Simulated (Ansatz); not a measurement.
# How the smallest direct gap on the k points sampled of GeS2 (model structure, started from the GeO2 type, P3₂21, No. 154, 9 atoms in the cell) moves with the method

No measured value is used here.

```
level (code)                                 value (eV)
-------------------------------------------  ----------
LDA (Ansatz)                                       1.74
PBEsol+SOC (Ansatz)                                1.82
dielectric-dependent PBEsol hybrid (Ansatz)           ?
HSE06+SOC (Ansatz)                                 2.90
PBE0 (Ansatz)                                      3.64
```

Fill in the missing entries.


- dielectric-dependent PBEsol hybrid (Ansatz, a program for electronic structure), value (eV): 2.73

At these levels the smallest gap is indirect and lower: LDA 1.62, PBEsol+SOC 1.70, dielectric-dependent PBEsol hybrid 2.62, HSE06+SOC 2.78, PBE0 3.51 eV. Computed values are for a static lattice. Spin–orbit coupling is included only where a level's name says +SOC; with heavier elements it mostly lowers gaps and can invert bands.  Values are at the PBEsol cell. Cutoffs and k meshes differ between the levels. Ansatz's density-functional and Hartree–Fock values are scalar-relativistic unless marked +SOC, with PAW data made under PBE.

A model structure was made by putting elements into a prototype or built by hand; it is no filed structure, need not be a known phase, and can be a saddle point held by its symmetry.
